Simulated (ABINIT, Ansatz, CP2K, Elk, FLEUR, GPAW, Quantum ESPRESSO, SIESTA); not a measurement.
# Code comparison for CaCd2 (Imma, 6 atoms in the cell)

Self-consistent single point, at a second geometry (lattice scaled by 0.98). First geometry:

```
CaCd2
1.0
   -2.46894     3.78884     4.19787
    2.46894    -3.78884     4.19787
    2.46894     3.78884    -4.19787
Ca Cd
2 4
Direct
  0.79145   0.54145   0.25000
  0.20855   0.45855   0.75000
  0.61667   0.16455   0.45212
  0.38333   0.83545   0.54788
  0.21243   0.16455   0.04788
  0.78757   0.83545   0.95212
```

Shared settings, as Ansatz (an electronic-structure program) writes them: kpoints.mp_grid.grid = 4 4 4; scf.occupations.method = fermi_dirac; scf.occupations.width = 0.1 eV. Potentials and cutoffs stand in the table.

| code | model | ΔF from the first geometry (meV/atom) | pressure (GPa) | largest force (eV/Å) | cutoff |
|---|---|---|---|---|---|
| Elk | LDA (PW92), all-electron FP-LAPW, Elk's shipped species files, APW+lo basis with extra local orbitals | -27.0 | – | – | rgkmax 8 |
| CP2K | LDA (Pade form), GPW, DZVP-MOLOPT-SR-GTH basis, GTH-PADE potentials (GTH_POTENTIALS) | -17.1 | -0.39 | 0.055 | grid 500 Ry |
| SIESTA | LDA PW92, numerical atomic orbitals DZP, PseudoDojo LDA standard norm-conserving potentials (rewritten from UPF to PSML) | -22.1 | -0.51 | 0.185 | grid 300 Ry |
| Ansatz | LDA (PW92), PAW files made with PBE | -25.9 | -1.43 | 0.023 | default |
| FLEUR | LDA (Vosko-Wilk-Nusair), all-electron FLAPW (FLEUR), scalar-relativistic valence | -25.6 | – | 0.021 | Kmax 4 1/bohr |
| ABINIT | LDA (PW92), PAW (JTH v2.0 LDA PAW) | -26.0 | -1.57 | 0.024 | 40 Ry |
| GPAW | LDA (Perdew-Wang 92), GPAW PAW datasets LDA (gpaw-data 1.0.1) | -27.2 | -1.68 | 0.014 | 550 eV |
| Quantum ESPRESSO | LDA (PZ), GBRV 1.5 ultrasoft (LDA) pseudopotentials | -25.2 | -1.64 | 0.027 | 40 Ry |

Size of the force on each atom (eV/Å): Sizes of forces hide their directions.

| code | Ca1 | Ca2 | Cd3 | Cd4 | Cd5 | Cd6 |
|---|---|---|---|---|---|---|
| CP2K | 0.012 | 0.012 | 0.055 | 0.055 | 0.055 | 0.055 |
| SIESTA | 0.185 | 0.185 | 0.100 | 0.100 | 0.099 | 0.099 |
| Ansatz | 0.011 | 0.011 | 0.023 | 0.023 | 0.023 | 0.023 |
| FLEUR | 0.011 | 0.011 | 0.021 | 0.021 | 0.021 | 0.021 |
| ABINIT | 0.012 | 0.012 | 0.024 | 0.024 | 0.024 | 0.024 |
| GPAW | 0.013 | 0.013 | 0.014 | 0.014 | 0.014 | 0.014 |
| Quantum ESPRESSO | 0.011 | 0.011 | 0.027 | 0.027 | 0.027 | 0.027 |

A dash marks a value that a program does not give, or that is left out as unsure.

The spread over the programs that give each value: ΔF from the first geometry within 10.1 meV/atom; pressure within 1.29 GPa; largest force within 0.171 eV/Å.

CP2K and SIESTA use small atom-centred bases, whose incompleteness enters pressures, forces and empty levels differently from a plane-wave cutoff. Elk and FLEUR treat all electrons, but the usual bases taken here (sphere radii, linearisation, local orbitals, empty states) were not tested for convergence, so the values are no reference for the others. Ansatz's pressure is given at a fixed set of plane waves, as the other plane-wave codes print theirs. The same LDA comes in different parametrisations, which differ slightly. In the pressure, CP2K (by 1.22) and SIESTA (by 1.10) lie more than 1 GPa from the median of the plane-wave programs. In the force vectors, SIESTA (by 0.197) lies more than 0.08 eV/Å from the median of the plane-wave programs.

The starting cell comes from a database of computed structures (which also holds hypothetical and non-ambient phases and stackings), without a prior relaxation at this level. For this run, on top of that: lattice scaled by 0.98.

Keys are those of Ansatz 0.2.
